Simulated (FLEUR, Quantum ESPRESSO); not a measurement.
A Quantum ESPRESSO input for a self-consistent single point of Si2W (I4/mmm, 3 atoms in the cell) (DFT, PBE, plane waves, GBRV 1.5 ultrasoft (PBE) pseudopotentials):

```fortran
&CONTROL
  calculation = 'scf',
  prefix = 'run',
  outdir = './out',
  pseudo_dir = './',
  tprnfor = .true.,
  tstress = .true.,
/
&SYSTEM
  ibrav = 0,
  nat = 3,
  ntyp = 2,
  ecutwfc = 40,
  ecutrho = 320,
  occupations = 'smearing',
  smearing = 'fd',
  degauss = 0.0036749,
/
&ELECTRONS
  conv_thr = 1.0d-10,
  mixing_beta = 0.3,
/
ATOMIC_SPECIES
Si    28.0850  si_pbe_v1.uspp.F.UPF
W    183.8400  w_pbe_v1.2.uspp.F.UPF
ATOMIC_POSITIONS {crystal}
Si    0.3349900000    0.3349900000    0.0000000000
Si    0.6650100000    0.6650100000    0.0000000000
W     0.0000000000    0.0000000000    0.0000000000
K_POINTS {automatic}
12 12 12  0 0 0
CELL_PARAMETERS {angstrom}
  -1.6073650000     1.6073650000     3.9010300000
   1.6073650000    -1.6073650000     3.9010300000
   1.6073650000     1.6073650000    -3.9010300000
```

### Question
Give the FLEUR input for the same structure, mesh, smearing and functional.

### Answer
One input that does it (others would too):

Input of the input generator:

```
scf Si2W
&input film=f /
-1.6073650000 1.6073650000 3.9010300000
1.6073650000 -1.6073650000 3.9010300000
1.6073650000 1.6073650000 -3.9010300000
1.8897261246
1.0 1.0 1.0

3
14 0.3349900000 0.3349900000 0.0000000000
14 0.6650100000 0.6650100000 0.0000000000
74 0.0000000000 0.0000000000 0.0000000000

&comp jspins=1 /
&kpt div1=12 div2=12 div3=12 gamma=t /
&end /
```

```xml
<?xml version="1.0" encoding="UTF-8" standalone="no"?>
<fleurInput fleurInputVersion="0.39">
   <comment>
      scf Si2W                                                                                            
   </comment>
   <calculationSetup>
      <cutoffs Kmax="4.4" Gmax="17.6" GmaxXC="17.6" numbands="0"/>
      <scfLoop itmax="60" minDistance="0.00001" maxIterBroyd="40" imix="Anderson" alpha="0.05" precondParam="0.0" spinf="2.0"/>
      <coreElectrons ctail="T" frcor="F" kcrel="0" coretail_lmax="0"/>
      <xcFunctional name="pbe" relativisticCorrections="F"/>
      <magnetism jspins="1"/>
      <soc l_soc="F" theta="0.0" phi="0.0" spav="F"/>
      <expertModes spex="0" secvar="F"/>
      <geometryOptimization l_f="T" forcealpha="1.0" forcemix="BFGS" epsdisp="0.00001" epsforce="0.00001"/>
      <ldaU l_linMix="F" mixParam="0.05" spinf="1.0"/>
   </calculationSetup>
   <cell>
      <bzIntegration valenceElectrons="22.0" mode="hist" fermiSmearingEnergy="0.00183747">
         <kPointListSelection listName="default-1"/>
         <!-- k-points included here -->
         <xi:include xmlns:xi="http://www.w3.org/2001/XInclude" href="kpts.xml"> </xi:include>
      </bzIntegration>
      <!-- symmetry operations included here -->
      <xi:include xmlns:xi="http://www.w3.org/2001/XInclude" href="sym.xml"> </xi:include>
      <bulkLattice scale="1.0">
         <bravaisMatrix>
            <row-1>   -3.0374796322676785     3.0374796322676785     7.3718783038483373</row-1>
            <row-2>    3.0374796322676785    -3.0374796322676785     7.3718783038483373</row-2>
            <row-3>    3.0374796322676785     3.0374796322676785    -7.3718783038483373</row-3>
         </bravaisMatrix>
      </bulkLattice>
   </cell>
   <atomSpecies>
      <species name="Silicon (Si)" element="Si" atomicNumber="14">
         <mtSphere radius="2.22" gridPoints="783" logIncrement="0.015"/>
         <atomicCutoffs lmax="8" lnonsphr="6"/>
         <electronConfig flipSpins="F">
            <coreConfig>(1s1/2) (2s1/2) (2p1/2) (2p3/2)</coreConfig>
            <valenceConfig>(3s1/2) (3p1/2) (3p3/2)</valenceConfig>
            <stateOccupation state="(3p1/2)" spinUp="0.3333333333333" spinDown="0.3333333333333"/>
            <stateOccupation state="(3p3/2)" spinUp="0.6666666666667" spinDown="0.6666666666667"/>
         </electronConfig>
         <energyParameters s="3" p="3" d="3" f="4"/>
      </species>
      <species name="Tungsten (W)" element="W" atomicNumber="74">
         <mtSphere radius="2.29" gridPoints="807" logIncrement="0.016"/>
         <atomicCutoffs lmax="10" lnonsphr="8"/>
         <electronConfig flipSpins="F">
            <coreConfig>(1s1/2) (2s1/2) (2p1/2) (2p3/2) (3s1/2) (3p1/2) (3p3/2) (4s1/2) (3d3/2) (3d5/2) (4p1/2) (4p3/2) (4d3/2) (4d5/2) (4f5/2) (4f7/2)</coreConfig>
            <valenceConfig>(5s1/2) (5p1/2) (5p3/2) (6s1/2) (5d3/2) (5d5/2)</valenceConfig>
            <stateOccupation state="(5d3/2)" spinUp="0.8" spinDown="0.8"/>
            <stateOccupation state="(5d5/2)" spinUp="1.2" spinDown="1.2"/>
         </electronConfig>
         <energyParameters s="6" p="6" d="5" f="5"/>
         <lo type="SCLO" l="0" n="5" eDeriv="0"/>
         <lo type="SCLO" l="1" n="5" eDeriv="0"/>
      </species>
   </atomSpecies>
   <atomGroups>
      <atomGroup species="Silicon (Si)">
         <relPos label="                   1">.3349900000 .3349900000 .0000000000</relPos>
         <relPos label="                   2">-.3349900000 -.3349900000 .0000000000</relPos>
         <force calculate="T" relaxXYZ="TTT"/>
      </atomGroup>
      <atomGroup species="Tungsten (W)">
         <relPos label="                   3">.0000000000 .0000000000 .0000000000</relPos>
         <force calculate="T" relaxXYZ="TTT"/>
      </atomGroup>
   </atomGroups>
   <output dos="F" band="F" slice="F">
      <checks vchk="F" cdinf="F"/>
      <bandDOS minEnergy="-.5*Htr" maxEnergy="0.5*Htr" sigma="0.015" storeEVData="T"/>
      <vacuumDOS vacdos="F" integ="F" star="F" nstars="0" locx1="0.0" locy1="0.0" locx2="0.0" locy2="0.0" nstm="0" tworkf="0.0"/>
      <unfoldingBand unfoldBand="F" supercellX="1" supercellY="1" supercellZ="1"/>
      <plotting iplot="0" polar="F">
         <plot TwoD="T" vec1="  1.0  0.0  0.0" vec2="  0.0  1.0  0.0" vec3="  0.0  0.0  1.0" zero="  0.0  0.0  0.0" file="plot"/>
      </plotting>
      <chargeDensitySlicing numkpt="0" minEigenval="0.0" maxEigenval="0.0" nnne="0" pallst="F"/>
      <specialOutput eonly="F"/>
      <magneticCircularDichroism mcd="F" energyLo="-10.0" energyUp="0.0"/>
   </output>
  <!-- We include the file relax.xml here to enable relaxations (see documentation) -->
  <xi:include xmlns:xi="http://www.w3.org/2001/XInclude" href="relax.xml"> <xi:fallback/> </xi:include>
</fleurInput>
```

Basis settings and potentials, where a program has them, do not carry over. This input uses DFT, PBE, all-electron FLAPW (FLEUR), scalar-relativistic valence.

The starting cell comes from a database of computed structures (which also holds hypothetical and non-ambient phases and stackings), without a prior relaxation at this level.
